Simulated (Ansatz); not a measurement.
Effect of pressure 1.8 GPa on WSi2

Consider WSi2 (space group I4/mmm, No. 139; a = 3.212 Å, c = 7.806 Å).

One thing is altered: cell and atoms relaxed at a pressure of 1.8 GPa.

Computed with r2SCAN (Ansatz, a program for electronic structure, PAW, no SOC), earlier PAW set. Γ-centred 20×20×20 mesh, Fermi–Dirac width 0.05 eV.

The lattice parameter a decreases by 0.0087 Å to 3.204 Å and the c/a ratio is nearly the same (2.430 against 2.431). The shortest interatomic distance drops by 0.004 Å (2.578 Å → 2.574 Å) and the enthalpy H = E + PV relative to the base's energy amounts to +0.15 eV/atom. The band gap stays zero.

Cost of the whole job for the changed cell (relaxation, final SCF and bands): around 2.8 core-minutes (rough).

Load acts through the strain it causes; cell and atoms are relaxed under it. No phonon test of stability was made. All final runs are without spin polarisation.
